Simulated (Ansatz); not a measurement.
The structure below was relaxed with PBEsol, PAW, 420 eV (Ansatz, a quantum-chemistry and plane-wave program; no spin-orbit coupling).

Space group F-43m (No. 216); a = b = c = 6.172 Å, α = β = γ = 90.00°

| atom | site | symmetry | x | y | z |
|---|---|---|---|---|---|
| I | 4d | -43m | 0.7500 | 0.7500 | 0.7500 |
| B | 4a | -43m | 0.0000 | 0.0000 | 0.0000 |

### Question
Write out a cell with all atoms.

### Answer
```
BI
1.0
    6.17238     0.00000     0.00000
    0.00000     6.17238     0.00000
    0.00000     0.00000     6.17238
I B
4 4
Direct
  0.25000   0.25000   0.75000
  0.25000   0.75000   0.25000
  0.75000   0.25000   0.25000
  0.75000   0.75000   0.75000
  0.00000   0.00000   0.00000
  0.00000   0.50000   0.50000
  0.50000   0.00000   0.50000
  0.50000   0.50000   0.00000
```
This is the conventional cell.

Stability against distortions was not tested. The final runs are not spin-polarised. The cell was made from BN by this change: N → I; the result is a hypothetical phase, not in the database extracts checked.
